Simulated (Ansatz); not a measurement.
Consider Nb in the bcc (W type) structure (space group Im-3m, No. 229; a = 3.304 Å; relaxed with 0.1 eV smearing). Axes: x, y, z lie along the cube axes.

Calculations: Kohn–Sham DFT with the r2SCAN functional, run in Ansatz (a first-principles code) with PAW and 500 eV plane waves, no SOC.

It is then changed as follows: the cell is scaled by 0.9700 in all directions; the atoms relax in the strained cell.

Question: Predict the stress tensor and what it implies for the stiffness.

Answer: Stress of the strained cell less that of the base (GPa, compression positive):
```
   18.6     0.0     0.0
    0.0    18.6     0.0
    0.0     0.0    18.6
```

Then B = −ΔP/(ΔV/V₀) with ΔV/V₀ = -0.0873 gives secant stiffness values (nonlinear terms included at this strain): B ≈ 213 GPa.

As a check, the harmonic strain energy −½ V₀ Δσ:ε is 94 meV/atom; the computed energy rise is 86 meV/atom.

Stability against distortions was not tested. All final runs are without spin polarisation.
